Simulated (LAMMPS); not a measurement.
MD of Au (fcc) at zero pressure, 4000 atoms, as a liquid; each row is its own run.

Model: classical MD, pair style eam, the elements' _u3.eam files (universal-3 set of Foiles, Baskes and Daw) (LAMMPS).

```
T (K)  volume (Å³/atom)
-----  ----------------
740              17.890
940              18.162
1200             18.529
1340             18.745
1470             18.937
1670             19.254
1740             19.362
1870             19.576
2140             20.035
```

Fit a straight line, y = a + b x, to these rows (x is the first column, y the second) and predict the run at x = 1070.

Least squares gives a = 16.718 and b = 0.001527. At x = 1070 the fit predicts 18.353 Å³/atom. The run itself gave 18.344 ± 0.002 Å³/atom, so the fit is 0.049 % high.

Caution (rows 740; 940; 1070): this liquid lies under the melting point of about 1120 K that EAM-type universal-3 set of Foiles, Baskes and Daw gives, so it is undercooled.
